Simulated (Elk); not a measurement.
Elk run on CoSn (P6/mmm, 6 atoms in the cell): self-consistent single point.

Level of theory: PBE, all-electron FP-LAPW, Elk's shipped species files, APW+lo basis with extra local orbitals run with Elk.

The change in words: lattice scaled by 0.98. Reference geometry:
```
CoSn
1.0
    5.24761     0.00000     0.00000
   -2.62381     4.54457     0.00000
    0.00000     0.00000     4.18885
Co Sn
3 3
Cartesian
 -1.31190   2.27228   0.00000
  2.62381   0.00000   0.00000
  1.31190   2.27228   0.00000
  2.62381   1.51485   2.09442
  0.00000   3.02971   2.09442
  0.00000   0.00000   0.00000
```

Reference input (self-consistent single point, DFT, PBE, all-electron FP-LAPW, Elk's shipped species files, APW+lo basis with extra local orbitals): xctype = 20; rgkmax = 8; stype = 3; swidth = 0.00367493 Ha; ngridk = 6 6 7; tforce = true; gmaxvr = 18 1/bohr; lmaxapw = 10; lmaxo = 8; nxlo = 2; lorbcnd = true; lradstp = 2. This run's input differs from it in these lines:

```diff
@@ -46,5 +46,5 @@
 avec
-    9.9165532315    0.0000000084    0.0000000000
-   -4.9582766230    8.5879870122    0.0000000000
-    0.0000000000    0.0000000000    7.9157717182
+    9.7182228024   -0.0000000164    0.0000000000
+   -4.8591113869    8.4162278347    0.0000000000
+    0.0000000000    0.0000000000    7.7574561327
```

The program printed (abridged):

```
│ Self-consistent loop started │
│ Loop number : 1 │
 total energy                :     -22775.1540765
│ Loop number : 2 │
 total energy                :     -22771.8549232
RMS change in Kohn-Sham potential (target) :   0.4294272714     (  0.1000000000E-05)
Absolute change in total energy (target)   :    3.299153307     (  0.1000000000E-03)
│ Loop number : 3 │
 total energy                :     -22764.0815253
RMS change in Kohn-Sham potential (target) :   0.3451642054     (  0.1000000000E-05)
Absolute change in total energy (target)   :    8.598186215     (  0.1000000000E-03)
│ Loop number : 4 │
   [... lines left out ...]
Absolute change in total energy (target)   :   0.1815219897E-02 (  0.1000000000E-03)
│ Loop number : 17 │
 total energy                :     -22717.8161310
RMS change in Kohn-Sham potential (target) :   0.3844608188E-06 (  0.1000000000E-05)
Absolute change in total energy (target)   :   0.3471410200E-03 (  0.1000000000E-03)
│ Loop number : 18 │
 total energy                :     -22717.8161734
RMS change in Kohn-Sham potential (target) :   0.3691559678E-06 (  0.1000000000E-05)
Absolute change in total energy (target)   :   0.4437797907E-04 (  0.1000000000E-03)
Convergence targets achieved

│ Loop number : 19 │

Energies :
 Fermi                       :     0.376011389091
 total energy                :     -22717.8162177

Density of states at Fermi energy :    82.94204075
 (states/Hartree/unit cell)

Estimated indirect band gap :   0.4021913310E-02
 from k-point     17 to k-point     21
Estimated direct band gap   :   0.1193944798E-01
 at k-point     21

Charges :
 core                        :    126.0000000
 valence                     :    105.0000000
 interstitial                :    9.660233629
 muffin-tins (core leakage)
  species :    1 (Co)
   atom    1                 :    25.98400760     (  0.1316382540E-02)
   atom    2                 :    25.98400760     (  0.1316382540E-02)
   atom    3                 :    25.98400760     (  0.1316382540E-02)
  species :    2 (Sn)
   [... lines left out ...]
   total force               :    -0.00000000    0.00000000    0.00000000
   total magnitude           :     0.00000000
  atom :    3
   Hellmann-Feynman          :     0.00000000    0.00000000    0.00000000
   IBS                       :    -0.00000000   -0.00000000    0.00000000
   total force               :    -0.00000000   -0.00000000    0.00000000
   total magnitude           :     0.00000000
```

The run converged in 19 iterations. The count includes the last loop, which Elk runs after its targets are met. Against the reference run the free energy goes up by 53.6 meV/atom.

The starting cell comes from a database of computed structures (which also holds hypothetical and non-ambient phases and stackings), without a prior relaxation at this level. Its lattice was rescaled by a random factor within 2.5 % of one. For this run, on top of that: lattice scaled by 0.98. Spin polarisation is off. Values depend on the basis (sphere radii, cutoffs, local orbitals), which need not be converged. The log's line on a gap gives a spacing of levels on this mesh, which the program prints for metals too.

Cost on one core of a shared machine: roughly 7 min.
